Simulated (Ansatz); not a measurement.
# Lattice parameter a of WSeS (P-3m1, No. 164, 6 atoms in the cell; start mp-1216174) at several levels of theory

No measured value is used here.

Put these levels in order of the lattice parameter a that they give for WSeS (P-3m1, No. 164, 6 atoms in the cell; start mp-1216174), smallest first: LDA (Ansatz, a first-principles code), PBEsol (Ansatz), r²SCAN (Ansatz), r²SCAN+rVV10 (Ansatz).

LDA (3.187 Å), PBEsol (3.207 Å), r²SCAN+rVV10 (3.234 Å), r²SCAN (3.247 Å)

The crystal itself was run without spin with LDA, r²SCAN, PBEsol, r²SCAN+rVV10; a magnetic state was not tried in these runs. Density-functional levels without +SOC have no spin–orbit coupling. Cutoffs differ between the levels. Ansatz's density-functional and Hartree–Fock values are scalar-relativistic unless marked +SOC, with PAW data made under PBE.

A start named mp-… is a Materials Project structure, which need not be a measured phase.
